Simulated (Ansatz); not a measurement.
Amorphous Si16Ti8O48, 72 atoms at 2.50 g/cm³, one PBE-relaxed geometry, zone centre. Methods: PBE, scalar-relativistic without spin-orbit coupling (Ansatz, a program for electronic structure); r2SCAN, scalar-relativistic without spin-orbit coupling (Ansatz); HSE06, scalar-relativistic without spin-orbit coupling (Ansatz). Plane waves to 420 eV (r2SCAN 500 eV); exact exchange is cut at the cell's faces. At PBE the levels at both edges of the gap are localised (band-tail or defect states), and the nearest spread-out levels lie 3.8 eV apart at the zone centre. All rungs ran without spin polarisation.

It comes from a melt-quench run on a machine-learned potential (CHGNet), relaxed afterwards by DFT. O atoms were pushed apart under 1.9 Å during the dynamics, to hinder bonds among them. The hot cell started wider than the set density and was brought back towards it in steps. It is the lowest in DFT energy of 2 quenches. It is a model cell: composition and starting density were chosen by hand, and all elements were melted together. No dispersion term was used. Its density started from a set value of 2.65 and ended at 2.50 g/cm³. The simulated quench (nominally 390 K/ps over its main leg) is rapid and tends to freeze in more defects than a deposited or slowly cooled glass has. One small periodic cell is one sample of the glass; other quenches scatter about these values. Volume and shape were free in the relaxation.

The relaxation ran on the zone centre alone. At PBE the gap between localised states is 3.06 eV on a 2×2×2 Γ-centred mesh, and the spacing at the zone centre alone 3.07 eV.

Problem. What zone-centre spacing does r2SCAN give, roughly?

Solution. 3.41 eV (+0.34 eV against PBE).

Problem. What zone-centre spacing does HSE06 give, roughly?

Solution. 4.70 eV (+1.63 eV against PBE).

The highest filled and the lowest empty state spread over these numbers of atoms (participation numbers): PBE: 12.2 and 2.2; r2SCAN: 11.5 and 2.0; HSE06: 11.0 and 2.0.
